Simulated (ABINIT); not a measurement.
Checking a run of ABINIT on Li₂B (P-3m1, 3 atoms in the cell). The aim is a self-consistent single point with DFT, PBEsol, plane waves, PAW (JTH v2.0 PBE PAW, files made for PBE).

Input as run:

```
# Li2B, JTH v2.0 PBE PAW
pp_dirpath "./"
pseudos "Li.GGA_PBE-JTH.xml, B.GGA_PBE-JTH.xml"
acell 3*1.0
rprim
         7.3109156285    0.0000000257    0.0000000000
        -3.6554578365    6.3314386464    0.0000000000
         0.0000000000    0.0000000000    3.8789841242
natom 3
ntypat 2
znucl 3 5
typat 1 1 2
xred
         0.3333333333    0.6666666667    0.9939000000
         0.6666666667    0.3333333333    0.0061000000
         0.0000000000    0.0000000000    0.5000000000
ecut 20
pawecutdg 40
pawxcdev 0
ixc -116133
occopt 3
tsmear 0.1 eV
nband 10
kptopt 1
ngkpt 1 1 1
nshiftk 1
shiftk 0 0 0
nstep 50
toldfe 1.0e-09
prtwf 0
prtden 0
prtvol 1
enunit 2
```

The program printed (abridged):

```
 Symmetries : space group P-3 m 1 (#164); Bravais hP (primitive hexag.)

 -outvars: echo values of preprocessed input variables --------
            acell      1.0000000000E+00  1.0000000000E+00  1.0000000000E+00 Bohr
             ecut      2.00000000E+01 Hartree
           enunit           2
   [... lines left out ...]
                       0.0000000000E+00  0.0000000000E+00  5.0000000000E-01
            znucl        3.00000    5.00000

== DATASET  1 ==================================================================

 Real(R)+Recip(G) space primitive vectors, cartesian coordinates (Bohr,Bohr^-1):
 R(1)=  7.3109156  0.0000000  0.0000000  G(1)=  0.1367818  0.0789710  0.0000000
 R(2)= -3.6554578  6.3314386  0.0000000  G(2)= -0.0000000  0.1579420  0.0000000
 R(3)=  0.0000000  0.0000000  3.8789841  G(3)=  0.0000000  0.0000000  0.2577995
 Unit cell volume ucvol=  1.7955280E+02 bohr^3
 Angles (23,13,12)=  9.00000000E+01  9.00000000E+01  1.20000000E+02 degrees

 Coarse grid specifications (used for wave-functions):

 getcut: wavevector=  0.0000  0.0000  0.0000  ngfft=  30  30  16
         ecut(hartree)=     20.000   => boxcut(ratio)=   2.03982

 Fine grid specifications (used for densities):

 getcut: wavevector=  0.0000  0.0000  0.0000  ngfft=  45  45  24
         ecut(hartree)=     40.000   => boxcut(ratio)=   2.11391

   1.40772644E+02                                ecore*ucvol(ha*bohr**3)

_setup2: Arith. and geom. avg. npw (full set) are     769.000     769.000
--- !BeginCycle
solver: {iscf: 17, nstep: 50, nline: 4, wfoptalg: 10, }
tolerances: {toldfe: 1.00E-09, }
...

     iter   Etot(hartree)      deltaE(h)  residm     nres2
 ETOT  1  -17.445622709447    -1.745E+01 6.610E+00 5.545E+00
 ETOT  2  -17.835955081127    -3.903E-01 1.055E-02 1.544E+00
 ETOT  3  -17.834670934071     1.284E-03 7.408E-04 4.136E-01
 ETOT  4  -17.835365090904    -6.942E-04 8.501E-05 7.630E-03
 ETOT  5  -17.835424887915    -5.980E-05 3.130E-06 2.767E-04
 ETOT  6  -17.835425375535    -4.876E-07 1.440E-07 1.264E-05
 ETOT  7  -17.835425451716    -7.618E-08 4.112E-09 5.732E-07
 ETOT  8  -17.835425453463    -1.747E-09 6.333E-10 2.085E-08
 ETOT  9  -17.835425453657    -1.942E-10 1.892E-11 1.371E-09
 ETOT 10  -17.835425453662    -5.134E-12 3.250E-12 9.749E-12
 At SCF step   10, etot is converged :
  for the second time, diff in etot=  5.134E-12 < toldfe=  1.000E-09

 Cartesian components of stress tensor (hartree/bohr^3)
  sigma(1 1)= -1.66022030E-03  sigma(3 2)=  0.00000000E+00
  sigma(2 2)= -1.66022030E-03  sigma(3 1)=  0.00000000E+00
  sigma(3 3)=  4.81395696E-03  sigma(2 1)= -2.92924948E-15

 ----iterations are completed or convergence reached----

 reduced coordinates (array xred) for    3 atoms
       0.333333333333      0.666666666667      0.993900000000
       0.666666666667      0.333333333333      0.006100000000
       0.000000000000      0.000000000000      0.500000000000
 cartesian forces (eV/Angstrom) at end:
    1      0.00000000000000     0.00000000000000    -0.00631552723173
   [... lines left out ...]
 Fermi (or HOMO) energy (hartree) =   0.10832   Average Vxc (hartree)=  -0.34934
 Fermi (or HOMO) energy (eV) =   2.94764   Average Vxc (eV)=  -9.50611
   [... lines left out ...]
total_energy        : -1.78354243790981E+01
total_energy_eV     : -4.85326579085640E+02
...

-Cartesian components of stress tensor (GPa)         [Pressure= -1.4647E+01 GPa]
- sigma(1 1)= -4.88453594E+01  sigma(3 2)=  0.00000000E+00
- sigma(2 2)= -4.88453594E+01  sigma(3 1)=  0.00000000E+00
- sigma(3 3)=  1.41631480E+02  sigma(2 1)= -8.61814805E-11

 Calculation completed.
```

### Question
Can these results be used? Check the input.

### Answer
The run is not sound. The fault is a single k-point for a small metallic cell. One k-point cannot sample the Fermi surface of a small cell. To fix it, use a converged k-point mesh. The run converged in 10 iterations without an error; against the sound input the free energy falls by 931 meV/atom, the pressure goes from -2.05 to -14.65 GPa and the largest force goes from 0.016 to 0.006 eV/Å.

An input that runs soundly differs in these lines (not the only fix; some lines may just follow from the change or write a value another way):
```diff
-ngkpt 1 1 1
+ngkpt 8 8 13
```

With that input, the run converged in 9 iterations: free energy E − TS -482.53 eV; Fermi level (on the code's own zero) 2.90 eV; pressure -2.05 GPa; largest force (vector length) 0.016 eV/Å (DFT, PBEsol, plane waves, PAW (JTH v2.0 PBE PAW, files made for PBE)).

On the sound input: the starting cell comes from a database of computed structures (which also holds hypothetical and non-ambient phases and stackings), without a prior relaxation at this level. The potentials were made for another functional than the one used.
